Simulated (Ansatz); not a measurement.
Band structure of SrSi₃Ni (I4mm, 5 atoms in the cell).

```
SrSi3Ni
1.0
   -2.04924     2.04924     4.80423
    2.04924    -2.04924     4.80423
    2.04924     2.04924    -4.80423
Sr Si Ni
1 3 1
Direct
  0.59890   0.59890   0.00000
  0.00209   0.00209   0.00000
  0.34996   0.84996   0.50000
  0.84996   0.34996   0.50000
  0.24478   0.24478   0.00000
```

Method: LDA (PW92), PAW files made with PBE (plane waves; Ansatz, a quantum-chemistry and plane-wave program).

Settings: kpoints.mp_grid.grid = 10 10 10; hamiltonian.xc = lda; hamiltonian.pseudopotentials = {kind: paw} (the program's default PAW files); scf.occupations.method = gaussian; scf.occupations.width = 0.0037 Ry; kpoints.band_path.npoints = 8.

The starting cell comes from a database of computed structures (which also holds hypothetical and non-ambient phases and stackings), without a prior relaxation at this level. Its lattice was rescaled by a random factor within 2.5 % of one. Spin polarisation is off.

Levels in eV from the Fermi level, bands 17 to 24:
```
point     17     18     19     20     21    22    23    24
-----  -----  -----  -----  -----  -----  ----  ----  ----
Γ      -2.34  -1.73  -1.73   0.50   0.50  0.83  0.85  3.98
X      -2.53  -2.32  -2.14  -1.94   2.04  3.10  3.79  4.82
Y      -2.38  -2.08  -2.07  -1.68   1.93  3.01  3.79  4.32
S      -2.12  -1.89  -1.23  -0.25   0.22  1.59  2.57  2.85
Z      -2.23  -1.84  -0.51   1.25   1.43  1.43  2.65  3.08
S1     -2.12  -1.89  -1.23  -0.25   0.22  1.59  2.57  2.85
N      -2.43  -1.89  -0.85  -0.39  -0.22  1.54  1.99  2.15
P      -2.45  -2.20  -2.20  -2.00   1.15  3.67  3.67  5.00
Y1     -2.38  -2.08  -2.07  -1.68   1.93  3.01  3.79  4.32
```

Bands cross the Fermi level along this path, so the cell is metallic at this level.

Keys are those of Ansatz 0.2.
